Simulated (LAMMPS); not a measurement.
MD of Ta (bcc) at zero pressure, 432 atoms, as a crystal; each row is its own run.

Model: MD with a machine-learned potential, pair style pod, file Ta_param.pod (LAMMPS).

| T (K) | enthalpy (eV/atom) |
|---|---|
| 300 | -11.767 |
| 1970 | -11.323 |
| 2470 | -11.185 |

Task: Fit a straight line, y = a + b x, to these rows (x is the first column, y the second) and predict the run at x = 1480.

Result: Least squares gives a = -11.848 and b = 0.0002676. At x = 1480 the fit predicts -11.452 eV/atom. The run itself gave -11.4559 ± 0.0005 eV/atom, so the fit is 4 meV/atom high.

Caution (row 2470): a run this short can hold a crystal over, or a liquid under, the potential's own melting point, which these runs don't give.
